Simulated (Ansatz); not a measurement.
LuOBr (P4/nmm), Ansatz (a program for electronic structure) with PBEsol+D3BJ, rigid bands: N_c = 1.31e19 cm⁻³ at 300 K and an electron conductivity mass of 0.408 mₑ along x (a = (3.71, 0.00, 0.00) Å; b = (0.00, 3.71, 0.00) Å; c = (0.00, 0.00, 7.87) Å).

Q: For 1e17 electrons per cm³ at 300 K, place the Fermi level, estimate the Seebeck coefficient of a parabolic band with constant τ, and give mobility and conductivity for τ = 20 fs.

A: The level lies k_BT ln(N_c/n) = 0.126 eV below the conduction-band minimum. S ≈ −(k_B/e)[ln(N_c/n) + 5/2] = -636 μV/K, against -631 μV/K from the full bands (mean over directions). μ = eτ/m = 86.2 cm²/(V·s) and σ = neμ = 1.38 S/cm. τ is assumed, not computed.

Band transport and this doping are assumed; polarons and phonon drag are left out. Spin-orbit coupling is left out. Geometry: cell and atoms relaxed with PBEsol+D3(BJ).

Formula and space group known from diffraction (Crystallography Open Database), not checked to be the room-temperature form: LuOBr (P4/nmm). PBEsol with a dispersion correction tends to overbind, so the cell can be several per cent short, in bad cases over ten, which usually narrows a gap: LuOBr (P4/nmm).
